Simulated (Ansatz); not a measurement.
**A computed series for SiC: response to strain**

Take SiC in the zinc blende structure (space group F-43m, No. 216; a = 4.329 Å) as the base.

Strains are applied to the cell and any free atomic positions relax.

Calculations: Ansatz (an electronic-structure program) LDA, scalar-relativistic without spin-orbit coupling.

```csv
isotropic strain (%),band gap (eV)
-2.5,1.23
-1.5,1.26
-1,1.27
0,1.30
0.5,1.31
1,?
1.5,1.34
2,1.35
2.5,1.36
```

**Question.** Fit E_g = E₀ + Dε (ε in %) to the rows shown and predict the withheld row.

**Answer.** Least squares on the printed values gives E₀ = 1.30 eV, D = 26.2 meV per % of strain (largest residual 0.00 eV); this predicts 1.32 eV, and the run gives 1.33 eV, in agreement.

No phonon test of stability was made.
